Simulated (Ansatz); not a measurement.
## ZnSe: response to strain

Start from ZnSe in the zinc blende structure (space group F-43m, No. 216; a = 5.568 Å).

Strains are applied to the cell and any free atomic positions relax.

Method: DFT with LDA, PAW potentials and a 420 eV plane-wave cutoff in Ansatz (an electronic-structure program), scalar-relativistic without spin-orbit coupling.

Notes on the quantities. hole mass: degenerate bands, along [100].

```tsv
variant	width of the top valence band	band gap	hole mass	electron mass	pressure
base	2.96 eV	1.25 eV	0.094, 0.55, 0.55 mₑ (at Γ)	0.090 mₑ (at Γ)	0.0 kbar
isotropic strain −3.00 %	3.44 eV	1.64 eV	0.11, 0.49, 0.49 mₑ (at Γ)	0.11 mₑ (at Γ)	80.6 kbar
isotropic strain −2.00 %	(withheld)	1.51 eV	0.11, 0.51, 0.51 mₑ (at Γ)	0.10 mₑ (at Γ)	49.8 kbar
isotropic strain −1.00 %	3.11 eV	1.38 eV	0.10, 0.53, 0.53 mₑ (at Γ)	0.096 mₑ (at Γ)	23.1 kbar
isotropic strain −0.50 %	3.03 eV	(withheld)	0.098, 0.54, 0.54 mₑ (at Γ)	0.093 mₑ (at Γ)	11.1 kbar
isotropic strain +0.50 %	2.88 eV	1.19 eV	0.091, 0.56, 0.56 mₑ (at Γ)	0.087 mₑ (at Γ)	-10.4 kbar
isotropic strain +1.00 %	2.81 eV	1.13 eV	0.087, 0.57, 0.57 mₑ (at Γ)	0.084 mₑ (at Γ)	-20.0 kbar
isotropic strain +1.50 %	2.74 eV	1.07 eV	0.084, 0.59, 0.59 mₑ (at Γ)	0.081 mₑ (at Γ)	-29.0 kbar
isotropic strain +2.00 %	2.67 eV	1.01 eV	0.081, 0.60, 0.60 mₑ (at Γ)	0.077 mₑ (at Γ)	-37.2 kbar
isotropic strain +3.00 %	2.53 eV	0.89 eV	0.074, 0.62, 0.62 mₑ (at Γ)	0.071 mₑ (at Γ)	-52.0 kbar
```

Q: Complete the table.

A: 
- isotropic strain −2.00 %, width of the top valence band: 3.28 eV
- isotropic strain −0.50 %, band gap: 1.31 eV

Masses are band curvatures over ±0.01 Å⁻¹ around the edge. Stability against distortions was not tested.
